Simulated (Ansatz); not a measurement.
The reference is MgInGaO$_{4}$ (space group R3m, No. 160; a hypothetical phase, not in the database extracts checked).

```yaml
crystal:
  lattice:
    - [1.67187, 0.96525, 8.43314]
    - [-1.67187, 0.96525, 8.43314]
    - [0.00000, -1.93051, 8.43314]
  atoms:
    - { symbol: In, position: [0.99797, 0.99797, 0.99797] }
    - { symbol: Ga, position: [0.21237, 0.21237, 0.21237] }
    - { symbol: Mg, position: [0.78448, 0.78448, 0.78448] }
    - { symbol: O, position: [0.13509, 0.13509, 0.13509] }
    - { symbol: O, position: [0.87603, 0.87603, 0.87603] }
    - { symbol: O, position: [0.28857, 0.28857, 0.28857] }
    - { symbol: O, position: [0.70549, 0.70549, 0.70549] }
```

Levels (all Ansatz, a quantum-chemistry and plane-wave program, PAW): PBEsol (420 eV, without spin-orbit coupling); r2SCAN (500 eV, no SOC).

Its gap is 2.07 eV with PBEsol and 2.73 eV with r2SCAN.

Perturbation: every lattice vector is stretched by 1.55 %, atoms relaxed at fixed cell.

With PBEsol the gap becomes 1.80 eV.

Task: If the r2SCAN correction stayed the same, what would the r2SCAN gap be, and what does the r2SCAN run give?

Result: A rigid correction of +0.66 eV gives 2.46 eV. The r2SCAN run gives 2.44 eV, so the two effects roughly add.

Single points use the geometry relaxed with PBEsol. The cells carry an imposed strain or load. No phonon test of stability was made.
